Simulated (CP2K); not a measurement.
Variants of one calculation on Te₃MoWSe (P3m1, 12 atoms in the cell)

```
Te3MoWSe
1.0
    3.48373     0.00000     0.00000
   -1.74187     3.01700     0.00000
    0.00000     0.00000    39.49007
Te Mo W Se
6 2 2 2
Cartesian
  0.00000   0.00000  12.96617
  0.00000   2.01133   1.88249
  0.00000   2.01133  16.72089
  0.00000   2.01133   5.53572
  0.00000   2.01133  20.37372
  0.00000   0.00000   9.29044
  0.00000   0.00000   3.70812
  0.00000   0.00000  18.54770
  0.00000   2.01133  11.12830
  0.00000   2.01133  25.96630
  0.00000   0.00000  27.58263
  0.00000   0.00000  24.34840
```

Base run A: PBEsol, GPW, DZVP-MOLOPT-SR-GTH basis, GTH-PBE potentials (GTH_POTENTIALS) (CP2K), self-consistent single point.

Its settings: CUTOFF = 500 Ry; REL_CUTOFF = 40 Ry; SMEAR/METHOD = GAUSSIAN; SIGMA = 0.01 eV; KPOINTS/SCHEME = MONKHORST-PACK 7 7 1; XC_FUNCTIONAL = PBE:PBESOL; Te/BASIS_SET = DZVP-MOLOPT-SR-GTH; Te/POTENTIAL = GTH-PBE-q6; Mo/BASIS_SET = DZVP-MOLOPT-SR-GTH; Mo/POTENTIAL = GTH-PBE-q14; W/BASIS_SET = DZVP-MOLOPT-SR-GTH; W/POTENTIAL = GTH-PBE-q14; Se/BASIS_SET = DZVP-MOLOPT-SR-GTH; Se/POTENTIAL = GTH-PBE-q6; METHOD = GPW; EPS_DEFAULT = 1e-10; NGRIDS = 5; SCF_GUESS = ATOMIC; EPS_SCF = 1e-06; MAX_SCF = 100.

The starting cell comes from a database of computed structures (which also holds hypothetical and non-ambient phases and stackings), without a prior relaxation at this level. Its lattice was rescaled by a random factor within 2.5 % of one. Spin-orbit coupling is off. Values carry the incompleteness of an atom-centred basis. The potentials were made for another functional than the one used.

ΔF is the free energy per atom less that of run A. A dash stands where there is no value to compare (another energy zero or no entropy term, no result, no spin, no clean gap, or a mesh too coarse for one). Total energies depend on the potentials, the functional and any Hubbard or dispersion term, so they are compared only between runs that share all of them.

Run A gave: pressure (GPa) -0.02; largest force (eV/Å) 0.199; gap on the mesh (eV) 0.963; basis size 208; ending converged.

Runs:
- B: XC_FUNCTIONAL: PBE:PBESOL → BLYP; Te/POTENTIAL: GTH-PBE-q6 → GTH-BLYP-q6; Mo/POTENTIAL: GTH-PBE-q14 → GTH-BLYP-q14; W/POTENTIAL: GTH-PBE-q14 → GTH-BLYP-q14; Se/POTENTIAL: GTH-PBE-q6 → GTH-BLYP-q6 [BLYP]
- C: SMEAR/METHOD: GAUSSIAN → FERMI_DIRAC; SIGMA: 0.01 eV → default; ELECTRONIC_TEMPERATURE: default → 3481.36 K
- D: lattice scaled by 1.015; CUTOFF: 500 Ry → 300 Ry
- E: FULL_GRID: default → T
- F: CUTOFF: 500 Ry → 450 Ry
- G: Te/BASIS_SET: DZVP-MOLOPT-SR-GTH → TZV2P-MOLOPT-SR-GTH; Mo/BASIS_SET: DZVP-MOLOPT-SR-GTH → TZV2P-MOLOPT-SR-GTH; W/BASIS_SET: DZVP-MOLOPT-SR-GTH → TZV2P-MOLOPT-SR-GTH; Se/BASIS_SET: DZVP-MOLOPT-SR-GTH → TZV2P-MOLOPT-SR-GTH
- H: MIXING/BETA: default → 1.5 1/bohr
- I: MIXING/METHOD: BROYDEN_MIXING → KERKER_MIXING

### Question
What does run C change against A?

### Answer
The free energy drops by 19.4 meV/atom, the pressure goes from -0.02 to 0.26 GPa and the largest force goes from 0.199 to 0.320 eV/Å.

### Question
What does run G change against A?

### Answer
The free energy falls by 47.8 meV/atom, the pressure goes from -0.02 to -0.24 GPa, the largest force goes from 0.199 to 0.179 eV/Å and the gap on the mesh goes from 0.963 to 0.913 eV.

| run | ΔF (meV/atom) | pressure (GPa) | largest force (eV/Å) | gap on the mesh (eV) | basis size | ending |
|---|---|---|---|---|---|---|
| A | 0.00 | -0.02 | 0.199 | 0.963 | 208 | converged |
| B | – | 5.67 | 0.764 | 0.929 | 208 | converged |
| C | -19.4 | 0.26 | 0.320 | – | 208 | converged |
| D | 16.2 | -3.13 | 0.697 | 0.853 | 208 | converged |
| E | 0.00 | -0.02 | 0.199 | 0.963 | 208 | converged |
| F | 0.05 | -0.02 | 0.199 | 0.963 | 208 | converged |
| G | -47.8 | -0.24 | 0.179 | 0.913 | 344 | converged |
| H | 0.00 | -0.02 | 0.199 | 0.964 | 208 | converged |
| I | – | – | – | – | 208 | not converged |
